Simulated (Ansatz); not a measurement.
The parent structure is B in the bcc (W type) structure (space group Im-3m, No. 229; a hypothetical phase, not in the database extracts checked; relaxed with 0.1 eV smearing).

B is modelled in the cubic space group Im-3m (No. 229), the bcc (W type) structure, Pearson symbol cI2. Cell: a = b = c = 2.308 Å, α = β = γ = 90.00°. B on 2a sees 8 B at 1.998 Å (cubic). (Neighbours: up to the widest gap in distance over summed covalent radii, below 1.35, at either atom.)
(The calculation used a cell of 1 atom; values per cell refer to that cell.)

The values are results of PBE in Ansatz (plane waves to 420 eV, PAW, no SOC), not measurements.

Before the change:

```
Item       Result
--------  -------
Pressure  0.0 GPa
```

Now apply this change: an isotropic linear strain of −2.00 %, atoms relaxed at fixed cell.

Problem. What does the calculation give for the energy relative to the base after the change?

Solution. The energy rises by 17 meV/atom.

Problem. Predict the new pressure.

Solution. The pressure goes from zero to 15.8 GPa.

Whether these cells are dynamically stable was not tested.

Ansatz is a quantum-chemistry and plane-wave program.
